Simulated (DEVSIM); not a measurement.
System: Ti/SiO2/p-Ge capacitor, at 300 K.

| layer (left to right) | material | thickness (nm) | Na (cm⁻³) |
|---|---|---|---|
| 1 | SiO2 | 0.640 | - |
| 2 | Ge | 2500 | 5.6e16 |

Metal gate on the left, work function 4.33 eV. Fixed charge at the semiconductor interface -1.2e10 cm⁻² (in units of +e); no interface traps.

The device is made up for the run: typed textbook-type constants, with dimensions and the other settings drawn at random. Values at 300 K.

| parameter | SiO2 | Ge |
|---|---|---|
| gap (eV) | 9 | 0.664 |
| affinity (eV) | 0.9 | 4 |
| permittivity | 3.9 | 16 |
| Nc (cm⁻³) | - | 1.04e19 |
| Nv (cm⁻³) | - | 6e18 |

DEVSIM, 1D Poisson equation in equilibrium, Boltzmann statistics, complete ionisation; no quantum confinement or tunnelling. Metal contacts follow the ideal Schottky-Mott rule: no Fermi-level pinning, no interface dipoles.

**Question.** Tabulate band edges, carrier densities and field at 0.1 V on the gate.

**Answer.** Energies count from the Fermi level of the right contact; mesh points crowd at the junctions.

| x (μm) | Ec (eV) | Ev (eV) | n (cm⁻³) | p (cm⁻³) | field (V/cm) |
|---|---|---|---|---|---|
| 0.000 | 3.330 | -5.670 | < 1e2 | < 1e2 | 250000 |
| 0.0003699 | 3.339 | -5.661 | < 1e2 | < 1e2 | 250000 |
| 0.001054 | 0.248 | -0.416 | 7.1e14 | 6.2e11 | 58000 |
| 0.002476 | 0.256 | -0.408 | 5.1e14 | 8.5e11 | 58000 |
| 0.006710 | 0.280 | -0.384 | 2.0e14 | 2.1e12 | 55000 |
| 0.01324 | 0.315 | -0.349 | 5.4e13 | 8.1e12 | 51000 |
| 0.02567 | 0.373 | -0.291 | 5.7e12 | 7.7e13 | 43000 |
| 0.06266 | 0.488 | -0.176 | 6.5e10 | 6.7e15 | 20000 |
| 0.1197 | 0.539 | -0.125 | 9.3e9 | 4.7e16 | 2200 |
| 0.2362 | 0.543 | -0.121 | 7.8e9 | 5.6e16 | ≈ 0 |
| 0.4500 | 0.543 | -0.121 | 7.8e9 | 5.6e16 | ≈ 0 |
| 1.086 | 0.543 | -0.121 | 7.8e9 | 5.6e16 | ≈ 0 |
| 1.723 | 0.543 | -0.121 | 7.8e9 | 5.6e16 | ≈ 0 |
| 2.093 | 0.543 | -0.121 | 7.8e9 | 5.6e16 | ≈ 0 |
| 2.332 | 0.543 | -0.121 | 7.8e9 | 5.6e16 | ≈ 0 |
| 2.413 | 0.543 | -0.121 | 7.8e9 | 5.6e16 | ≈ 0 |
| 2.457 | 0.543 | -0.121 | 7.8e9 | 5.6e16 | ≈ 0 |
| 2.478 | 0.543 | -0.121 | 7.8e9 | 5.6e16 | ≈ 0 |
| 2.492 | 0.543 | -0.121 | 7.8e9 | 5.6e16 | ≈ 0 |
| 2.497 | 0.543 | -0.121 | 7.8e9 | 5.6e16 | ≈ 0 |
| 2.499 | 0.543 | -0.121 | 7.8e9 | 5.6e16 | ≈ 0 |
| 2.501 | 0.543 | -0.121 | 7.8e9 | 5.6e16 | ≈ 0 |
